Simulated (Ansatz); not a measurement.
**BAs with two functionals, As → P**

Take BAs in the zinc blende structure (space group F-43m, No. 216; a = 4.8094 Å) as the base.

(Cell as relaxed with PBE.)

Levels (all Ansatz, a first-principles code, PAW, earlier PAW set): PBE (420 eV, without spin-orbit coupling); PBEsol (420 eV, spin-orbit coupling left out).

Each level relaxes its own structure.

```csv
base,PBE,PBEsol
volume per atom,13.91 Å³,13.55 Å³
lattice parameter a,4.809 Å,4.768 Å
band gap,1.21 eV,1.08 eV
```

One thing is altered: full substitution As → P; the structure is relaxed again.

```tsv
quantity	PBE	PBEsol
volume per atom	11.76 Å³	11.54 Å³
smallest direct gap	3.39 eV	3.38 eV
band gap	1.25 eV	1.11 eV
```

PBE's volume per atom lies 0.22 Å³ above PBEsol's (1.9 %); PBE's smallest direct gap lies 0.01 eV above PBEsol's; PBE's band gap lies 0.14 eV above PBEsol's. Neither level is exact; PBEsol is the comparison here, not a measurement.

Whether these cells are dynamically stable was not tested.
